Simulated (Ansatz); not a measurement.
**How the equilibrium volume per atom of SnSe (model structure, started from the 4H type, P6₃mc, No. 186, 8 atoms in the cell) moves with the method**

No measured value is used here.

```csv
level (code),value (Å³/atom)
PBE (Ansatz),34.23
PBEsol (Ansatz),32.10
PBE-D3(BJ) (Ansatz),___
```

Some entries are withheld; supply them.


- PBE-D3(BJ) (Ansatz, an electronic-structure program), value (Å³/atom): 33.24

PBE-D3(BJ): a distance lies near a switch of the dispersion term, which can move the cell. Ansatz's density-functional and Hartree–Fock values are scalar-relativistic unless marked +SOC, with PAW data made under PBE.

A model structure was made by putting elements into a prototype or built by hand; it is no filed structure, need not be a known phase, and can be a saddle point held by its symmetry.
